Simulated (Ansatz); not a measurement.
The cell is made up: elements placed on another compound's structure type, so the phase may be hypothetical.

Tunnelling through a barrier is set by its complex band structure: the current falls as exp(−2κd) with the smallest κ.

Input:

```
CELL_PARAMETERS angstrom
      7.09170     0.00000     0.00000
      0.00000     7.09170     0.00000
      0.00000     0.00000     4.19152
ATOMIC_POSITIONS crystal
  Cd 0.67938 0.32062 0.00000
  Cd 0.32062 0.67938 0.00000
  Cd 0.17938 0.17938 0.50000
  Cd 0.82062 0.82062 0.50000
  S  0.68385 0.68385 0.00000
  S  0.31615 0.31615 0.00000
  S  0.81615 0.18385 0.50000
  S  0.18385 0.81615 0.50000
```

Space group of this cell: P4_2/mnm. The cell was relaxed by PBE-D3(BJ); by r2SCAN its mean pressure is 0.6 GPa.

Transport runs along the normal of the first two printed cell vectors.

No gap correction and no spin-orbit coupling; mid-gap values are interpolated between computed energies.

Problem. Estimate the band gap and the smallest decay constant κ at mid-gap that Ansatz (a quantum-chemistry and plane-wave program) with r2SCAN returns for this system.

Solution. Gap 1.76 eV on a 4×4×8 mesh; κ = 0.131 1/Å, at the zone centre.
